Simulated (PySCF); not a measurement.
PySCF 2.14.0, B3LYP/def2-svp: DMF (CN(C)C=O), 12 atoms. The geometry is a generated start, not checked to be a minimum at this level.

```
Quantity                                   Value
-------------------------------  ---------------
task                                      energy
method                                     b3lyp
basis                                   def2-svp
mol.max_memory                           7000 MB
mf.init_guess                    minao (default)
mf.DIIS                          CDIIS (default)
mf.diis_space                        8 (default)
mf.conv_tol                      1e-09 (default)
mf.grids.level                       3 (default)
basis functions (reference run)              105
grid points (reference run)               139000
```

```xyz
12

C      1.3386     0.1247     0.2243
N     -0.0788     0.1568    -0.0145
C     -0.7874    -1.0923     0.1317
C     -0.7245     1.2491    -0.4545
O     -1.9017     1.3091    -0.7167
H      1.7499     1.1288     0.1453
H      1.5415    -0.2641     1.2249
H      1.8392    -0.5208    -0.5051
H     -1.8485    -0.8925    -0.0128
H     -0.4509    -1.8179    -0.6129
H     -0.6246    -1.5041     1.1295
H     -0.0529     2.1233    -0.5391
```
Charge 0, spin multiplicity 1.

The reference run uses exact four-centre integrals. Each setting ran once; only counts and results are compared.

Settings tried, all else as in the reference:
- density fitting, auxbasis = autoaux
- density fitting of J alone, exact K
- density fitting, auxbasis = def2-universal-jfit
- COSX exchange (sgx_fit, pjs) with fitted J, mf.with_df.grids_level_i = 1, mf.with_df.grids_level_f = 2 (default)
- density fitting
- COSX exchange (sgx_fit, pjs) with fitted J, mf.with_df.grids_level_i = 1, mf.with_df.grids_level_f = 4
- COSX exchange (sgx_fit, pjs) with fitted J, mf.with_df.grids_level_i = 1, mf.with_df.grids_level_f = 1
- COSX exchange (sgx_fit, pjs) with fitted J, mf.with_df.grids_level_i = 1, mf.with_df.grids_level_f = 3

Question: Which settings reproduce the reference to 0.10 meV/atom in energy?

Answer: Within it: density fitting, auxbasis = autoaux. At the edge, too close to call: density fitting. Outside: COSX exchange (sgx_fit, pjs) with fitted J, mf.with_df.grids_level_i = 1, mf.with_df.grids_level_f = 1; COSX exchange (sgx_fit, pjs) with fitted J, mf.with_df.grids_level_i = 1, mf.with_df.grids_level_f = 4; density fitting of J alone, exact K; COSX exchange (sgx_fit, pjs) with fitted J, mf.with_df.grids_level_i = 1, mf.with_df.grids_level_f = 3; COSX exchange (sgx_fit, pjs) with fitted J, mf.with_df.grids_level_i = 1, mf.with_df.grids_level_f = 2 (default); density fitting, auxbasis = def2-universal-jfit.

| setting | energy against the reference |
|---|---|
| density fitting, auxbasis = autoaux | +0.075 meV/atom |
| density fitting | −0.082 meV/atom |
| COSX exchange (sgx_fit, pjs) with fitted J, mf.with_df.grids_level_i = 1, mf.with_df.grids_level_f = 1 | −0.20 meV/atom |
| COSX exchange (sgx_fit, pjs) with fitted J, mf.with_df.grids_level_i = 1, mf.with_df.grids_level_f = 4 | −0.21 meV/atom |
| density fitting of J alone, exact K | −0.21 meV/atom |
| COSX exchange (sgx_fit, pjs) with fitted J, mf.with_df.grids_level_i = 1, mf.with_df.grids_level_f = 3 | −0.21 meV/atom |
| COSX exchange (sgx_fit, pjs) with fitted J, mf.with_df.grids_level_i = 1, mf.with_df.grids_level_f = 2 (default) | −0.22 meV/atom |
| density fitting, auxbasis = def2-universal-jfit | +1.3 meV/atom |

Total energies are compared; such shifts often cancel in part in energy differences. sgx_fit (COSX, pjs=True) fits J as well, so its difference is the sum of the grid's shift in exchange and the fit's in Coulomb. def2-universal-jfit is made for Coulomb alone and misses functions that exchange needs. Also tried and not ranked: density fitting, auxbasis = def2-universal-jkfit (same energy as a listed run). The tolerance is a choice made for this comparison.
